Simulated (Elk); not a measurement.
## Elk run on InPd (Pm-3m, 2 atoms in the cell): self-consistent single point

Level of theory: PBE, all-electron FP-LAPW, Elk's shipped species files, APW+lo basis with extra local orbitals (Elk 10.2.4).

This input was run:

```
tasks
  0

xctype
  20

rgkmax
  8.0

gmaxvr
  16.0

nxlo
  2

lorbcnd
  .true.

rmtscf
  0.99

lmaxi
  2

stype
  0

swidth
  0.00999582

maxscl
  100

scale
  1.889726125

avec
    3.3311010000    0.0000000000    0.0000000000
    0.0000000000    3.3311010000    0.0000000000
    0.0000000000    0.0000000000    3.3311010000

sppath
  'species/'

atoms
  2
  'In.in'
  1
  0.0000000000  0.0000000000  0.0000000000    0.0 0.0 0.0
  'Pd.in'
  1
  0.5000000000  0.5000000000  0.5000000000    0.0 0.0 0.0

ngridk
  10 10 10
```

Output (repeated stretches shortened):

```
│ Elk code version 10.2.4 │

All units are atomic (Hartree, Bohr, etc.)

│ Ground-state run starting from atomic densities │

Lattice vectors :
   6.294868585       0.000000000       0.000000000
   0.000000000       6.294868585       0.000000000
   0.000000000       0.000000000       6.294868585

Unit cell volume      :    249.4364999
Brillouin zone volume :   0.9944423271

Muffin-tin inner radius fraction :   0.1000000000E-01

Nuclei treated as point charges

Species :    1 (In)
 parameters loaded from : In.in
 name : indium
 nuclear charge    :   -49.00000000
 electronic charge :    49.00000000
 atomic mass :    209300.4100
 muffin-tin radius :    2.574000000
 number of radial points in muffin-tin :    597
 atomic positions (lattice), magnetic fields (Cartesian) :
   1 :   0.00000000  0.00000000  0.00000000    0.00000000  0.00000000  0.00000000

Species :    2 (Pd)
 parameters loaded from : Pd.in
 name : palladium
 nuclear charge    :   -46.00000000
 electronic charge :    46.00000000
 atomic mass :    193991.7925
 muffin-tin radius :    2.574000000
 number of radial points in muffin-tin :    497
 atomic positions (lattice), magnetic fields (Cartesian) :
   1 :   0.50000000  0.50000000  0.50000000    0.00000000  0.00000000  0.00000000

Total number of atoms per unit cell :    2

Spin treatment :
 spin-unpolarised

Number of Bravais lattice symmetries :   48
Number of crystal symmetries         :   48
Crystal has inversion symmetry
Real symmetric eigensolver will be used

k-point grid :     10    10    10
k-point offset :    0.000000000       0.000000000       0.000000000
k-point set is reduced with full crystal symmetry group
Total number of k-points :       56

Muffin-tin radius times maximum |G+k| :    8.000000000
 using average radius
Maximum |G+k| for APW functions       :    3.108003108
Maximum (1/2)|G+k|²                   :    4.829841660
Maximum |G| for potential and density :    16.00000000
 potential will be trimmed for |G| > 2 gkmax
Constant for pseudocharge density :   10
Radial integration step length :    4

G-vector grid sizes :     35    35    35
Number of G-vectors :    17077

Maximum angular momentum used for
 APW functions                      :    8
 outer part of muffin-tin           :    6
 inner part of muffin-tin           :    2

Total nuclear charge    :   -95.00000000
Total core charge       :    58.00000000
Total valence charge    :    37.00000000
Total excess charge     :    0.000000000
Total electronic charge :    95.00000000

Effective Wigner radius, rₛ :   0.8558203251

Number of empty states         :    8
Total number of valence states :   27
Total number of core states    :   58

Conduction state local-orbitals added automatically
Total number of local-orbitals :  165

Exchange-correlation functional :     20     0     0
 Perdew-Burke-Ernzerhof, Phys. Rev. Lett. 77, 3865 (1996)
 gradient requirement :    1
 generalised gradient approximation (GGA)

Smearing type :    0
 Gaussian
Smearing width :   0.9995820000E-02
Effective electronic temperature (K) :    3156.430308

Mixing type :    3
 Broyden mixing, J. Phys. A: Math. Gen. 17, L317 (1984)

Kohn-Sham potential initialised from atomic data

│ Self-consistent loop started │
│ Loop number : 1 │
 total energy                :     -10919.8241902
│ Loop number : 2 │
 total energy                :     -10920.6774288
RMS change in Kohn-Sham potential (target) :   0.3282571676     (  0.1000000000E-05)
Absolute change in total energy (target)   :   0.8532386552     (  0.1000000000E-03)
│ Loop number : 3 │
 total energy                :     -10924.8080085
RMS change in Kohn-Sham potential (target) :   0.2440185232     (  0.1000000000E-05)
Absolute change in total energy (target)   :    4.343889307     (  0.1000000000E-03)
│ Loop number : 4 │
 total energy                :     -10925.9015529
RMS change in Kohn-Sham potential (target) :   0.2101157634     (  0.1000000000E-05)
Absolute change in total energy (target)   :    2.179516782     (  0.1000000000E-03)
│ Loop number : 5 │
 total energy                :     -10928.0236981
RMS change in Kohn-Sham potential (target) :   0.1123273762     (  0.1000000000E-05)
Absolute change in total energy (target)   :    2.667024388     (  0.1000000000E-03)
│ Loop number : 6 │
 total energy                :     -10929.6500677
RMS change in Kohn-Sham potential (target) :   0.3570795873E-01 (  0.1000000000E-05)
Absolute change in total energy (target)   :    2.293125652     (  0.1000000000E-03)
│ Loop number : 7 │
 total energy                :     -10930.5008052
RMS change in Kohn-Sham potential (target) :   0.2785087123E-02 (  0.1000000000E-05)
Absolute change in total energy (target)   :    1.424018929     (  0.1000000000E-03)
│ Loop number : 8 │
 total energy                :     -10930.5520378
RMS change in Kohn-Sham potential (target) :   0.4644756295E-03 (  0.1000000000E-05)
Absolute change in total energy (target)   :   0.4072373535     (  0.1000000000E-03)
│ Loop number : 9 │
 total energy                :     -10930.5669116
RMS change in Kohn-Sham potential (target) :   0.1059233356E-03 (  0.1000000000E-05)
Absolute change in total energy (target)   :   0.1166831447     (  0.1000000000E-03)
│ Loop number : 10 │
 total energy                :     -10930.5624758
RMS change in Kohn-Sham potential (target) :   0.8004455479E-04 (  0.1000000000E-05)
Absolute change in total energy (target)   :   0.2473501614E-01 (  0.1000000000E-03)
│ Loop number : 11 │
 total energy                :     -10930.5560181
RMS change in Kohn-Sham potential (target) :   0.4508517406E-04 (  0.1000000000E-05)
Absolute change in total energy (target)   :   0.2739645970E-03 (  0.1000000000E-03)
│ Loop number : 12 │
 total energy                :     -10930.5540516
RMS change in Kohn-Sham potential (target) :   0.1413864704E-04 (  0.1000000000E-05)
Absolute change in total energy (target)   :   0.2035028187E-02 (  0.1000000000E-03)
│ Loop number : 13 │
 total energy                :     -10930.5544849
RMS change in Kohn-Sham potential (target) :   0.5715486031E-05 (  0.1000000000E-05)
Absolute change in total energy (target)   :   0.7540153820E-04 (  0.1000000000E-03)
│ Loop number : 14 │
 total energy                :     -10930.5544863
RMS change in Kohn-Sham potential (target) :   0.4335865388E-05 (  0.1000000000E-05)
Absolute change in total energy (target)   :   0.1747140050E-04 (  0.1000000000E-03)
│ Loop number : 15 │
 total energy                :     -10930.5543607
RMS change in Kohn-Sham potential (target) :   0.4211608711E-06 (  0.1000000000E-05)
Absolute change in total energy (target)   :   0.1299847736E-03 (  0.1000000000E-03)
│ Loop number : 16 │
 total energy                :     -10930.5543466
RMS change in Kohn-Sham potential (target) :   0.1155315167E-06 (  0.1000000000E-05)
Absolute change in total energy (target)   :   0.4658958096E-04 (  0.1000000000E-03)
Convergence targets achieved

│ Loop number : 17 │

Energies :
 Fermi                       :     0.292916082831
 sum of eigenvalues          :     -6555.52671518
 electron kinetic            :      11450.5679405
 core electron kinetic       :      11068.2917642
 Coulomb                     :     -22076.6481386
 Coulomb potential           :     -17609.0813922
 nuclear-nuclear             :     -1033.73820123
 electron-nuclear            :     -24476.7384826
 Hartree                     :      3433.82854520
 Madelung                    :     -13272.1074425
 xc potential                :     -397.013263546
 exchange                    :     -299.420074232
 correlation                 :     -5.05407040569
 total energy                :     -10930.5543427

Density of states at Fermi energy :    19.72641050
 (states/Hartree/unit cell)

Estimated indirect band gap :   0.3380026406E-02
 from k-point     51 to k-point     24
Estimated direct band gap   :   0.1259560617E-01
 at k-point     51

Charges :
 core                        :    58.00000000
 valence                     :    37.00000000
 interstitial                :    2.654415798
 muffin-tins (core leakage)
  species :    1 (In)
   atom    1                 :    47.30273537     (  0.1510192156E-03)
  species :    2 (Pd)
   atom    1                 :    45.04284883     (  0.4957463773E-08)
 total in muffin-tins        :    92.34558420
 total calculated charge     :    95.00515133
 total charge                :    95.00000000
 error                       :   0.5151327557E-02

│ Self-consistent loop stopped │
```

The run converged in 17 iterations. The count includes the last loop, which Elk runs after its targets are met.

The starting cell comes from a database of computed structures (which also holds hypothetical and non-ambient phases and stackings), without a prior relaxation at this level. Its lattice was rescaled by a random factor within 2.5 % of one. Spin polarisation is off. Values depend on the basis (sphere radii, cutoffs, local orbitals), which need not be converged. The log's line on a gap gives a spacing of levels on this mesh, which the program prints for metals too.
